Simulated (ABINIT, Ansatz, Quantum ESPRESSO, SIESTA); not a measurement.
Code comparison for LaSi₂Ru₃ (P6/mmm, 6 atoms in the cell)

Self-consistent single point.

```
CELL_PARAMETERS angstrom
      5.74998     0.00000     0.00000
     -2.87499     4.97963     0.00000
      0.00000     0.00000     3.46258
ATOMIC_POSITIONS crystal
  La 0.00000 0.00000 0.00000
  Si 0.33333 0.66667 0.00000
  Si 0.66667 0.33333 0.00000
  Ru 0.00000 0.50000 0.50000
  Ru 0.50000 0.00000 0.50000
  Ru 0.50000 0.50000 0.50000
```

All programs got the same cell, k-point mesh and kind of occupations (in Ansatz's words: kpoints.mp_grid.grid = 5 5 7; scf.occupations.method = gaussian; scf.occupations.width = 0.1 eV); potentials, basis and cutoffs are each program's usual ones.

```csv
code,model,pressure (GPa),k-points,cutoff
Ansatz,"PBEsol, PAW files made with PBE",-1.79,20,default
SIESTA,"GGA PBEsol, numerical atomic orbitals DZP, PseudoDojo PBEsol standard norm-conserving potentials (rewritten from UPF to PSML)",-0.24,88,grid 350 Ry
ABINIT,"PBEsol, PAW (JTH v2.0 PBE PAW, files made for PBE)",-1.45,20,26 Ha
Quantum ESPRESSO,"PBEsol, GBRV 1.5 ultrasoft (PBESOL) pseudopotentials",-1.81,20,40 Ry
```

The spread over the programs that give each value: pressure within 1.57 GPa.

The starting cell comes from a database of computed structures (which also holds hypothetical and non-ambient phases and stackings), without a prior relaxation at this level. Its lattice was rescaled by a random factor within 2.5 % of one. On Ansatz's run: Spin polarisation is off.

Problem. Why do the programs differ, and what cannot be compared?

Solution. Differences of this kind can come from the potentials, where these differ, and from what each basis and cutoff leave unconverged. The zero of total energies and Fermi levels follows the potentials and each program's conventions, so they are not compared here. SIESTA uses small atom-centred bases, whose incompleteness enters pressures, forces and empty levels differently from a plane-wave cutoff. Ansatz's pressure is given at a fixed set of plane waves, as the other plane-wave codes print theirs; with its correction for the finite basis it is -1.69 GPa. The programs reduce the same mesh by symmetry to different extents, which changes the work and not the result. In the pressure, SIESTA (by 1.55) lies more than 1 GPa from the median of the plane-wave programs.

Left out of this page: Elk and FLEUR (not drawn, or without a comparable value).

Ansatz is an electronic-structure program.

Keys are those of Ansatz 0.2.
